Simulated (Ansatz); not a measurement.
# C axis length of Ge2Sb2Te5 (model structure, started from the Ge2Sb2Te5-Petrov type, P-3m1, No. 164, 9 atoms in the cell) at several levels of theory

No measured value is used here.

Question: Put these levels in order of the c axis length that they give for Ge2Sb2Te5 (model structure, started from the Ge2Sb2Te5-Petrov type, P-3m1, No. 164, 9 atoms in the cell), smallest first: PBE (Ansatz, a first-principles code), PBE-D3(BJ) (Ansatz), PBEsol (Ansatz).

Answer: PBEsol (17.100 Å), PBE-D3(BJ) (17.437 Å), PBE (18.041 Å)

PBE-D3(BJ): a distance lies near a switch of the dispersion term, which can move the cell. Ansatz's density-functional and Hartree–Fock values are scalar-relativistic unless marked +SOC, with PAW data made under PBE.

A model structure was made by putting elements into a prototype or built by hand; it is no filed structure, need not be a known phase, and can be a saddle point held by its symmetry.
